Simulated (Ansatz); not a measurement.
**Effect of biaxial strain −3.00 %, plane normal [001], relaxed out of plane on BP**

The parent structure is BP in the zinc blende structure (space group F-43m, No. 216; a = 4.4905 Å). Axes: x, y, z lie along the cube axes.

It is then changed as follows: biaxial strain −3.00 %, plane normal [001], relaxed out of plane (Cartesian); in-plane vectors clamped, the third vector and the atoms free.

Level of theory: LDA/PAW in Ansatz (a program for electronic structure), no SOC. k-mesh 13×13×13 (Γ-centred); smearing 0.05 eV (Fermi–Dirac).

The volume per atom decreases by 0.52 Å³ to 10.80 Å³ and the shortest interatomic distance falls by 0.029 Å (1.944 Å → 1.915 Å). The energy goes up by 27 meV/atom and the pressure (mean of the normal stresses, compression positive) goes up by 8.95 GPa, from -0.01 GPa to 8.94 GPa. The band gap shrinks by 0.40 eV, from 1.14 eV to 0.74 eV and the gap character amounts to indirect, Γ → Γ–X (84 % along). The valence-band top at Γ (three highest levels, from the VBM) goes from 0.00, 0.00, 0.00 eV to 0.00, 0.00, -0.47 eV and the valley order (the lowest conduction-band minima on the path, energy above the VBM, named in the base's zone) changes from a point along ⟨100⟩, about 1.2 Å⁻¹ from Γ 1.14 eV to a point along [010], about 1.2 Å⁻¹ from Γ 0.74 eV; a point along [001], about 1.2 Å⁻¹ from Γ 1.31 eV. The out-of-plane strain comes out as +1.41 % and the ratio −ε⊥/ε∥ comes out as 0.47. The mean in-plane stress (compression positive) is +13.4 GPa.

No phonon test of stability was made. Labels are those of the standard path for the cell's own space group.
